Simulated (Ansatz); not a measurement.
Start from CaF₂ in the fluorite structure (space group Fm-3m, No. 225; a = 5.4391 Å).

Modification: cell and atoms relaxed at a pressure of 4.2 GPa.

Calculations: plane-wave PAW DFT at the r2SCAN level (Ansatz, a program for electronic structure, 500 eV), spin-orbit coupling left out.

Base, band edges from the VBM (valence, conduction): X 0.00, 8.79; W -0.10, 9.12; L -0.85, 10.24; Γ -0.26, 8.03; K -0.10, 9.06; U -0.10, 9.06 eV.

Give the band edges at the high-symmetry points of the new zone, measured from its valence-band maximum.


| point | valence edge (eV) | conduction edge (eV) |
|---|---|---|
| Γ | -0.27 | 8.29 |
| X | 0.00 | 8.91 |
| U | -0.10 | 9.19 |
| K | -0.10 | 9.19 |
| L | -0.87 | 10.43 |
| W | -0.10 | 9.26 |

The gap is 8.29 eV, indirect, X → Γ.

Load acts through the strain it causes; cell and atoms are relaxed under it. Stability against distortions was not tested.
